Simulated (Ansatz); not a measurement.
**C on the 1x1 (10-10) surface of wurtzite ZnO (cut with top plane O + Zn), one in a 2x1 cell, started at the site 'bridge Zn-Zn (span 3.3 Å) #2'**

Host crystal: wurtzite ZnO, with a band gap (PBE, scalar-relativistic without spin-orbit coupling).

Level of theory: PBE (plane waves to 420 eV, PAW; Ansatz, a program for electronic structure).

Slab: 33 atoms, 9.4 Å thick at the start under the adsorbate (thin: gaps and levels are the slab's own); k 3x4x1, smearing 0.01 eV, dipole-corrected; 16 atoms held, the rest relaxed; no symmetry held; spin-polarised, no spin-orbit, no U, no dispersion correction. The slab shows no gap over 0.04 eV on its mesh. The starting moment vanished. At the end it is bonded to O + 2 Zn. In PBE this state lies 2.07 eV over the lowest of the starts that converged ('hollow O', where the adsorbate paired with a surface O atom).

```yaml
energy of the end state, in which the adsorbate paired with a surface O atom, against an atom of graphite: 4.09 eV
work_function_of_the_top_face: 4.40 eV
change_of_the_step_from_the_bottom_to_the_top_vacuum_level_against_the_clean_slab: -0.50 eV
energy_released_by_relaxation: 3.00 eV
height of the binding atom over the mean of the host atoms within 0.3 Å of the top one: -14.4 pm
largest_move_of_a_host_atom: 0.65 Å
note: in the relaxation the adsorbate left its starting site by 1.1 Å
cost: very roughly 60 core-minutes
```

A negative adsorption energy means that the adsorbate is more stable on the surface than in its reference.
